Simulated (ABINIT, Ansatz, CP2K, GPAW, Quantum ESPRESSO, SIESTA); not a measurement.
K (Im-3m, 1 atom in the cell) computed with different codes at matched settings

Self-consistent single point, at a second geometry (lattice scaled by 0.98). First geometry:

```yaml
crystal:
  lattice:
    - [-2.64000, 2.64000, 2.64000]
    - [2.64000, -2.64000, 2.64000]
    - [2.64000, 2.64000, -2.64000]
  atoms:
    - { symbol: K, position: [0.00000, 0.00000, 0.00000] }
```

Shared settings, as Ansatz (a quantum-chemistry and plane-wave program) writes them: kpoints.mp_grid.grid = 9 9 9; scf.occupations.method = gaussian; scf.occupations.width = 0.136 eV. Potentials and cutoffs stand in the table.

```json
[
 {"code": "ABINIT", "model": "PBE, PAW (JTH v2.0 PBE PAW)", "ΔF from the first geometry (meV/atom)": "3.3", "pressure (GPa)": "0.24", "cutoff": "571 eV"},
 {"code": "CP2K", "model": "PBE, GPW, DZVP-MOLOPT-PBE-GTH basis, GTH-PBE potentials (POTENTIAL_UZH)", "ΔF from the first geometry (meV/atom)": "6.2", "pressure (GPa)": "0.37", "cutoff": "grid 500 Ry"},
 {"code": "Quantum ESPRESSO", "model": "PBE, SSSP 1.1.2 efficiency (PBE) pseudopotentials", "ΔF from the first geometry (meV/atom)": "3.2", "pressure (GPa)": "0.16", "cutoff": "50 Ry"},
 {"code": "GPAW", "model": "PBE, GPAW PAW datasets PBE (gpaw-data 1.0.1)", "ΔF from the first geometry (meV/atom)": "3.1", "pressure (GPa)": "0.21", "cutoff": "550 eV"},
 {"code": "Ansatz", "model": "PBE, default PAW files", "ΔF from the first geometry (meV/atom)": "3.2", "pressure (GPa)": "0.25", "cutoff": "default"},
 {"code": "SIESTA", "model": "GGA PBE, numerical atomic orbitals DZP, PseudoDojo PBE standard norm-conserving potentials (rewritten from UPF to PSML)", "ΔF from the first geometry (meV/atom)": "9.2", "pressure (GPa)": "0.51", "cutoff": "grid 350 Ry"}
]
```

The spread over the programs that give each value: ΔF from the first geometry within 6.1 meV/atom; pressure within 0.35 GPa.

CP2K and SIESTA use small atom-centred bases, whose incompleteness enters pressures, forces and empty levels differently from a plane-wave cutoff. Ansatz's pressure is given at a fixed set of plane waves, as the other plane-wave codes print theirs.

The starting cell has typed, rounded lattice constants, without a prior relaxation at this level. For this run, on top of that: lattice scaled by 0.98.

Left out of this page: Elk and FLEUR (not drawn, or without a comparable value).

Keys are those of Ansatz 0.2.
